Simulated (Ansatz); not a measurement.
```yaml
crystal:
  lattice:
    - [17.00000, 0.00000, 0.00000]
    - [0.00000, 11.50000, 0.00000]
    - [0.00000, 0.00000, 11.21767]
  atoms:
    - { symbol: B, position: [0.57511, 0.50034, 0.99946] }
    - { symbol: B, position: [0.42489, 0.49966, 0.49946] }
    - { symbol: B, position: [0.49206, 0.49992, 0.23358] }
    - { symbol: B, position: [0.50794, 0.50008, 0.73358] }
    - { symbol: Se, position: [0.60411, 0.50059, 0.83005] }
    - { symbol: Se, position: [0.39589, 0.49941, 0.33005] }
    - { symbol: Se, position: [0.46893, 0.49986, 0.06221] }
    - { symbol: Se, position: [0.53107, 0.50014, 0.56221] }
    - { symbol: Se, position: [0.59888, 0.50044, 0.29105] }
    - { symbol: Se, position: [0.40112, 0.49956, 0.79105] }
    - { symbol: Se, position: [0.66527, 0.50064, 0.10447] }
    - { symbol: Se, position: [0.33473, 0.49936, 0.60447] }
```

Levels: PBE+D3(BJ) (plane waves to 420 eV, PAW; Ansatz, a program for electronic structure); PBE+D3(BJ) with spin-orbit coupling in Ansatz; r2SCAN (plane waves to 500 eV, PAW; Ansatz). Unmarked values and the geometry are of the first. Mesh 1×1×4. No spin polarisation. It repeats along c; a and b span vacuum. A model structure. Only distortions within the start's symmetry and period were free. Values not marked SOC lack spin–orbit coupling. Buckling under compression is shut out by symmetry and the short period.

Question: Say what this body is, and give its properties.

Answer: Single chain of BSe2 cut from its crystal, 12 atoms a period. A model cut from a filed crystal.
| Item | Result |
|---|---|
| largest distance between nuclei across the axis | 5.62 Å |
| energy to take the chain out of its crystal | +134 meV/atom |
| PBE gap | 1.89 eV, direct at Γ |
| electron mass along the axis (PBE) | 1.6 mₑ |
| hole mass along the axis (PBE) | 0.88 mₑ |
| PBE+SOC gap at this geometry | 1.89 eV |
| r2SCAN gap at this geometry | 2.20 eV |
| axial stiffness dF/dε | 17 nN |
